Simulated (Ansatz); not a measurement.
**Effective masses and thermopower of BP (F-43m)**

Data:

```
CELL_PARAMETERS angstrom
      0.00000     2.26008     2.26008
      2.26008     0.00000     2.26008
      2.26008     2.26008     0.00000
ATOMIC_POSITIONS crystal
  B  0.00000 0.00000 0.00000
  P  0.25000 0.25000 0.25000
```

All values below come from PBEsol, rigid bands (plane waves, PAW, scalar-relativistic; Ansatz, a quantum-chemistry and plane-wave program). Cell: cell and atoms relaxed with PBEsol.

| Property | Result |
|---|---|
| band gap | 1.11 eV |
| electron conductivity mass (300 K, dilute) | 0.33 mₑ |
| hole conductivity mass (300 K, dilute) | 0.39 mₑ |
| effective density of states N_c (300 K) | 4.1e19 cm⁻³ |
| effective density of states N_v (300 K) | 3.9e19 cm⁻³ |
| density-of-states mass, electrons | 1.38 mₑ |
| density-of-states mass, holes | 1.33 mₑ |
| Seebeck coefficient, n-type 1e19 cm⁻³, 300 K | -336 μV/K |
| best n-type power factor at 300 K for τ = 10 fs (best axis; densities from 1e16 to 1e21 cm⁻³ tried, whether or not they can be reached) | 19.6 μW/(cm·K²) at 1e20 cm⁻³ |
| Seebeck coefficient, p-type 1e19 cm⁻³, 300 K | 328 μV/K |
| best p-type power factor at 300 K for τ = 10 fs (best axis; densities from 1e16 to 1e21 cm⁻³ tried, whether or not they can be reached) | 15.4 μW/(cm·K²) at 1e20 cm⁻³ |

Rigid bands; masses and Seebeck coefficients take one relaxation time τ for all states and one kind of carrier; polarons and phonon drag are left out. Spin-orbit coupling is left out; where it splits the top of the valence band, N_v and the p-type Seebeck coefficient come out somewhat high without it.
